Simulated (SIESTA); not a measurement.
Several settings converged on Ag (Fm-3m, 1 atom in the cell)

```yaml
crystal:
  lattice:
    - [0.00000, 2.05523, 2.05523]
    - [2.05523, 0.00000, 2.05523]
    - [2.05523, 2.05523, 0.00000]
  atoms:
    - { symbol: Ag, position: [0.00000, 0.00000, 0.00000] }
```

Base method: SIESTA with GGA PBE, numerical atomic orbitals DZP, PseudoDojo PBE standard norm-conserving potentials (rewritten from UPF to PSML).

Base settings: XC.functional = GGA; XC.authors = PBE; potentials = PseudoDojo PBE standard; PAO.BasisSize = DZP; PAO.EnergyShift = 0.005 Ry; MeshCutoff = 400 Ry; kgrid.MonkhorstPack = 6 6 6; OccupationFunction = FD; ElectronicTemperature = 0.1 eV; MaxSCFIterations = 150.

**The width of Fermi-Dirac smearing**

In this ladder: kgrid.MonkhorstPack = 10 10 10.

Narrow widths need finer meshes than wide ones, so the last steps can hold mesh noise.

Only quantities that move along the ladder and can be compared are tabulated; pressure and forces are left out, as mesh noise rules them at narrow widths.

```csv
ElectronicTemperature,free energy less the last step's (meV/atom)
1 eV,-538.54
0.5 eV,-115.40
0.3 eV,-42.71
0.2 eV,-17.49
0.1 eV,0.00
```

Widest ElectronicTemperature that holds the free energy within 5 meV/atom: not settled: the last two steps still differ by 17 meV/atom, over half the tolerance, so the ladder does not show it.

**The width of Gaussian smearing**

In this ladder: kgrid.MonkhorstPack = 10 10 10; OccupationFunction = MP; OccupationMPOrder = 0.

Narrow widths need finer meshes than wide ones, so the last steps can hold mesh noise.

Only quantities that move along the ladder and can be compared are tabulated; pressure and forces are left out, as mesh noise rules them at narrow widths.

| ElectronicTemperature | free energy less the last step's (meV/atom) |
|---|---|
| 1 eV | -77.83 |
| 0.5 eV | -22.46 |
| 0.3 eV | -7.75 |
| 0.2 eV | -3.08 |
| 0.1 eV | -0.78 |
| 0.05 eV | 0.00 |

Widest ElectronicTemperature that holds the free energy within 5 meV/atom of the last step, with all finer ones: 0.2 eV; the step before is off by 7.8 meV/atom.

**The width of Methfessel-Paxton smearing**

In this ladder: kgrid.MonkhorstPack = 10 10 10; OccupationFunction = MP; OccupationMPOrder = 1.

Narrow widths need finer meshes than wide ones, so the last steps can hold mesh noise.

Only quantities that move along the ladder and can be compared are tabulated; pressure and forces are left out, as mesh noise rules them at narrow widths.

```tsv
ElectronicTemperature	free energy less the last step's (meV/atom)
1 eV	-11.21
0.5 eV	-0.98
0.3 eV	0.51
0.2 eV	-0.09
0.1 eV	-0.25
0.05 eV	0.00
```

Widest ElectronicTemperature that holds the free energy within 5 meV/atom of the last step, with all finer ones: 0.5 eV; the step before is off by 11 meV/atom.

On the base run: the starting cell has typed, rounded lattice constants, without a prior relaxation at this level. Its lattice was rescaled by up to half a per cent. Values carry the incompleteness of an atom-centred basis. Without a gap this mesh is coarse (it stands for a supercell whose shortest vector is 17 Å).

Left out of this page: 5 runs of the series outside the window shown, repeating another row's setting, or not comparable.
